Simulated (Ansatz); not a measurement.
```
GaN
1.0
    3.15181     0.00000     0.00000
   -1.57590     2.72955     0.00000
    0.00000     0.00000     5.13851
Ga N
2 2
Direct
  0.66667   0.33333   0.00083
  0.33333   0.66667   0.50083
  0.66667   0.33333   0.62437
  0.33333   0.66667   0.12437
```

Another polymorph of this substance is known too; which is more stable was not tested here. Dynamical quadrupoles are not included in the interpolation of the phonons between the solved wave vectors.

Question: What linear thermal expansion coefficients do quasi-harmonic approximation on LDA density-functional theory in Ansatz (plane waves, PAW) give at 1000 K, and what isobaric heat capacity per mole of formula units and Grüneisen parameter?

Answer: α in the basal plane = 6.6 × 10⁻⁶ K⁻¹; α along c = 6.1 × 10⁻⁶ K⁻¹; C_P = 49.0 J/(mol K); γ = 1.00. The crystal is held in this phase throughout; melting and phase transitions are not modelled.

The PAW data sets were generated under PBE and serve the other functionals too.

Ansatz is an electronic-structure program.
